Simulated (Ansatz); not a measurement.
Short convergence ladders for a (001) slab of CO2 (cut from a parent of space group no. 64; 6 atoms in the cell)

```
CELL_PARAMETERS angstrom
      3.56702     0.00000     0.00000
     -3.21492     3.54960     0.00000
      0.00000     0.00000    18.73269
ATOMIC_POSITIONS crystal
  C  0.00000 0.00000 0.58818
  C  0.00000 0.50000 0.41182
  O  0.00000 0.19349 0.55003
  O  0.00000 0.80651 0.62632
  O  0.00000 0.30651 0.37368
  O  0.00000 0.69349 0.44997
```

Base method: PBEsol, default PAW files made with PBE (plane waves; Ansatz, a quantum-chemistry and plane-wave program).

Base settings: basis.ecutwfc = 420 eV; kpoints.mp_grid.grid = 8 8 1; hamiltonian.xc = pbesol; hamiltonian.pseudopotentials = {kind: paw} (the program's default PAW files); scf.occupations.method = fermi_dirac; scf.occupations.width = 0.02 eV.

The count of work is k-points × plane waves × bands × iterations; it is no time. Core times come from one kind of shared machine, to one figure; runs under 30 s give none.

**The k-point mesh**

Only quantities that move along the ladder and can be compared are tabulated.

```csv
kpoints.mp_grid.grid,free energy less the last step's (meV/atom),largest difference of a force vector from the last step's (eV/Å),gap on the mesh (eV),count of work / last
2 2 1,-2.21,0.066,6.833,0.021
3 3 1,-0.43,0.001,6.942,0.028
4 4 1,0.00,0.000,6.826,0.049
5 5 1,0.06,0.000,6.869,0.062
6 6 1,0.02,0.000,6.826,0.090
7 7 1,0.01,0.000,6.849,0.11
8 8 1,0.01,0.000,6.826,0.15
9 9 1,-0.02,0.000,6.840,0.17
11 11 1,-0.01,0.000,6.835,0.25
12 12 1,0.01,0.000,6.826,0.30
14 14 1,-0.01,0.000,6.826,0.40
17 17 1,0.01,0.000,6.830,0.56
20 20 1,0.00,0.000,6.826,0.77
23 23 1,0.00,0.000,6.828,1.0
```

Coarsest kpoints.mp_grid.grid that holds the free energy within 0.5 meV/atom of the last step, with all finer ones: 3 3 1, at 0.028 of the last step's count of work; the step before is off by 2.2 meV/atom.

Coarsest kpoints.mp_grid.grid that holds the forces within 0.01 eV/Å of the last step, with all finer ones: 3 3 1, at 0.028 of the last step's count of work; the step before is off by 0.066 eV/Å.

The gap on the mesh jumps up and down from mesh to mesh; it is no smooth measure of convergence.

**The depth of the slab**

The mesh stays at the base's, so the ladder's end is converged at best in this setting alone.

Only quantities that move along the ladder and can be compared are tabulated.

```tsv
atoms	gap on the mesh (eV)	count of work / last	core time / last (rough)
6	6.826	0.072	–
12	6.646	0.22	–
18	6.588	0.42	0.4
24	6.561	0.68	0.6
30	6.546	1.0	1
```

Smallest size that holds the gap on the mesh within 0.05 eV of the last step, with all finer ones: 18, at 0.42 of the last step's count of work and about 0.4 of the last step's time; the step before is off by 0.100 eV.

On the base run: the starting cell comes from a database of computed structures (which also holds hypothetical and non-ambient phases and stackings), without a prior relaxation at this level. The slab is cut from that crystal, and its faces are unrelaxed. Its lattice was rescaled by up to half a per cent. Spin polarisation is off, though cut faces can carry moments; a gap of a slab can lie between surface states.

Keys are those of Ansatz 0.2.
